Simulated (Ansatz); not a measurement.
**SiGe (model structure, started from the NiAs type, P6₃/mmc, No. 194, 4 atoms in the cell): c axis length by level of theory**

No measured value is used here.

| level (code) | value (Å) |
|---|---|
| LDA (Ansatz) | 6.412 |
| PBE (Ansatz) | 6.471 |
| PBEsol (Ansatz) | 6.472 |
| PBE-D3(BJ) (Ansatz) | 6.468 |
| r²SCAN (Ansatz) | 6.188 |
| r²SCAN+rVV10 (Ansatz) | 6.221 |

Cutoffs differ between the levels. Ansatz's density-functional and Hartree–Fock values are scalar-relativistic unless marked +SOC, with PAW data made under PBE.

A model structure was made by putting elements into a prototype or built by hand; it is no filed structure, need not be a known phase, and can be a saddle point held by its symmetry.

Ansatz is a first-principles code.
